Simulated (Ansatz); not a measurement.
**AlB2-type MgB2**

Level of theory: PBEsol (Ansatz, an electronic-structure program, plane waves, PAW).

Numerical settings: plane-wave cutoff 520 eV, 18×18×12 k mesh (along the axes of the cell as run), Fermi–Dirac smearing 0.1 eV, perturbation theory, force constants from a 6×6×4 q mesh, scalar-relativistic PAW data made under PBE.

Cell: relaxed at this level.

```
Item                      Result
-----------------  -------------
zero-point energy  0.090 eV/atom
```
